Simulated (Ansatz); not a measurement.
## MoSi2: response to strain

Consider MoSi2 (space group I4/mmm, No. 139; a = 3.202 Å, c = 7.819 Å). Axes: x, y, z lie along a, b, c of the conventional cell.

Strains are applied to the cell and any free atomic positions relax; under biaxial strain the out-of-plane vector relaxes too; under stress the whole cell relaxes.

Level of theory: Ansatz (a quantum-chemistry and plane-wave program) r2SCAN, no SOC, earlier PAW set.

Notes on the quantities. energy relative to the base: free energy F.

```csv
change,energy relative to the base,space group,volume per atom
base,0 meV/atom,I4/mmm (No. 139),13.36 Å³
"biaxial strain −3.60 %, plane normal [001], relaxed out of plane",+58 meV/atom,I4/mmm (No. 139),12.61 Å³
"biaxial strain −3.17 %, plane normal [001], relaxed out of plane",?,I4/mmm (No. 139),?
"biaxial strain −2.44 %, plane normal [001], relaxed out of plane",+26 meV/atom,I4/mmm (No. 139),12.84 Å³
"biaxial strain +2.86 %, plane normal [001], relaxed out of plane",+32 meV/atom,I4/mmm (No. 139),14.01 Å³
isotropic strain +5.23 %,+187 meV/atom,I4/mmm (No. 139),15.57 Å³
uniaxial strain ε_yy = −1.34 %,+3.2 meV/atom,Immm (No. 71),13.18 Å³
uniaxial strain ε_yy = +1.23 %,+2.6 meV/atom,Immm (No. 71),13.53 Å³
"uniaxial stress, 0.5 GPa compression along x",0.0 meV/atom,Immm (No. 71),13.35 Å³
"uniaxial stress, 8 GPa compression along x",+6.7 meV/atom,Immm (No. 71),13.20 Å³
```

Q: What belongs in the blanks?

A: 
- biaxial strain −3.17 %, plane normal [001], relaxed out of plane, energy relative to the base: +45 meV/atom
- biaxial strain −3.17 %, plane normal [001], relaxed out of plane, volume per atom: 12.69 Å³

A case with no gap was solved on a k-mesh chosen for an insulator, which is coarse for it. Without a gap, meshes like the base's 14×14×14 leave anisotropic stresses uncertain by several tenths of a GPa, and small strain energies with them. Beyond what the load breaks, stability against distortions was not tested. All final runs are without spin polarisation.
